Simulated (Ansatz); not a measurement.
# A series of runs on RbScF4 (P1, 12 atoms in the cell)

```
RbScF4
1.0
    2.05165    -6.46826     0.00000
    2.05165     6.46826     0.00000
    0.00000     0.00000     8.01252
Rb Sc F
2 2 8
Direct
  0.72368   0.27739   0.23657
  0.26742   0.72815   0.73616
  0.99552   0.97841   0.99051
  0.98873   0.99139   0.50589
  0.50235   0.51051   0.00765
  0.50397   0.49283   0.48795
  0.87738   0.17707   0.55819
  0.17006   0.88406   0.46553
  0.11991   0.82311   0.05736
  0.82798   0.13448   0.95483
  0.00004   0.05185   0.25031
  0.02294   0.95075   0.74906
```

Base run A: Ansatz (a quantum-chemistry and plane-wave program) with LDA (PW92), default PAW files made with PBE, self-consistent single point.

Its settings: kpoints.mp_grid.grid = 3 3 2; hamiltonian.xc = lda; hamiltonian.pseudopotentials = {kind: paw} (the program's default PAW files); scf.occupations.method = fixed.

The starting cell comes from a database of computed structures (which also holds hypothetical and non-ambient phases and stackings), without a prior relaxation at this level. Its atoms were displaced at random from the sites of space group no. 63. In the base run, forces exceed 1 eV/Å. Ansatz's pressure includes its estimate of the finite-basis (Pulay) stress.

ΔF is the free energy per atom less that of run A. 

```csv
run,"scf.mixing.algorithm, scf.mixing.beta",ΔF (meV/atom),pressure (GPa),largest force (eV/Å),gap on the mesh (eV),iterations
A,"default (the program chose MSR1), default",0.00,-2.76,2.936,5.714,9
B,"broyden, 0.02",0.00,-2.76,2.936,5.714,15
C,"broyden, 0.05",0.00,-2.76,2.936,5.714,14
D,"broyden, 0.1",0.00,-2.76,2.936,5.714,12
E,"broyden, 0.2",0.00,-2.76,2.936,5.714,11
F,"broyden, 0.3",0.00,-2.76,2.936,5.714,10
G,"broyden, 0.5",0.00,-2.76,2.936,5.714,9
H,"broyden, 0.7",0.00,-2.76,2.936,5.714,8
I,"broyden, 0.9",0.00,-2.76,2.936,5.714,9
J,"broyden, 1",0.00,-2.76,2.936,5.714,9
```

Runs B, C, D, E, F, G, H, I, J ended on the same solution as A (within 1 meV/atom). The fewest iterations to that state were 8 (H); the most were 15.

Keys are those of Ansatz 0.2.
